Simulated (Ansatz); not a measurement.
Bond-angle distributions (per cent of the angles at each element, bins of 10°) of a relaxed model of amorphous IGZO (In$_{14}$Ga$_{6}$Zn$_{6}$O$_{36}$) at 6.04 g/cm³. Method: PBE, scalar-relativistic without spin-orbit coupling (plane waves to 420 eV, PAW; Ansatz, a first-principles code).

Preparation: random packing, a CHGNet melt and quench, and a DFT relaxation. O atoms were pushed apart under 1.9 Å during the dynamics, to hinder bonds among them. The hot cell started wider than the set density and was brought back towards it in steps. It is the lowest in DFT energy of 2 quenches. It is a model cell: composition and starting density were chosen by hand, and all elements were melted together. No dispersion term was used. Its density started from a set value of 6.16 and ended at 6.04 g/cm³. Cooling (nominally 190 K/ps over its main leg) ran many orders faster than in experiment, which tends to leave more defects and strain. One small periodic cell is one sample of the glass; other quenches scatter about these values. The volume was free in the relaxation, at fixed shape. Stress components on the final sampling reach 2.6 GPa.

Neighbours within In-In 3.12 Å, In-Ga 2.90 Å, In-Zn 2.90 Å, In-O 2.60 Å, Ga-Ga 2.68 Å, Ga-Zn 2.68 Å, Ga-O 2.30 Å, Zn-Zn 2.68 Å, Zn-O 2.62 Å, O-O 1.58 Å count as bonded. Two cations that share two anions don't count as bonded, nor two that share one unless they lie closer than In-In 3.04 Å, In-Ga 2.82 Å, In-Zn 2.82 Å, Ga-Ga 2.61 Å, Ga-Zn 2.61 Å, Zn-Zn 2.61 Å.

```tsv
angle (°)	at In	at Ga	at Zn
50-60	0	0	0
60-70	0	0	2
70-80	17	10	8
80-90	22	17	23
90-100	14	17	19
100-110	12	17	15
110-120	10	17	9
120-130	7	10	6
130-140	3	0	8
140-150	5	8	4
150-160	4	2	2
160-170	5	2	4
170-180	2	0	2
```

They go with these counts of neighbours within the cut-offs, cation contacts included: In mean 5.2, most often 5; Ga mean 4.7, most often 5; Zn mean 4.7, most often 4.
